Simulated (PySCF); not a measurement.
PySCF 2.14.0, unrestricted HF/def2-svp, df: 1,1,1-trifluoroethane anion (CC(F)(F)F), charge -1, multiplicity 2, 8 atoms. The geometry is a generated start, not checked to be a minimum at this level.

```json
{
 "task": "energy",
 "method": "hf",
 "basis": "def2-svp",
 "two_electron_scheme": "density fitting",
 "mol.max_memory": "3000 MB",
 "mf.max_cycle": "100",
 "mf.init_guess": "minao (default)",
 "mf.DIIS": "CDIIS (default)",
 "mf.diis_space": "8 (default)",
 "mf.conv_tol": "1e-09 (default)",
 "basis_functions": "85"
}
```

```xyz
8

C      0.7963    -0.1560     0.0242
C     -0.6821     0.1341    -0.0187
F     -1.3226    -0.6218    -0.9255
F     -0.9428     1.4119    -0.3392
F     -1.2828    -0.0928     1.1573
H      0.9462    -1.2005     0.2868
H      1.2630     0.4820     0.7701
H      1.2248     0.0430    -0.9550
```

Charge -1 and multiplicity 2 are set for this test and not shown to be the ground state.

One run each on 2 threads, 1 BLAS thread. Values of level_shift (Hartree) tried: 0 (default), 0.1, 0.3, 1.

Which value of level_shift (Hartree) needs the fewest Fock builds, and what happens away from it?

Fewest Fock builds: 0 (default) with 16. The count rises to 39 at 1. All converge to one solution.

```csv
level_shift (Hartree),Fock builds,end
0 (default),16,same solution
0.1,18,same solution
0.3,21,same solution
1,39,same solution
```
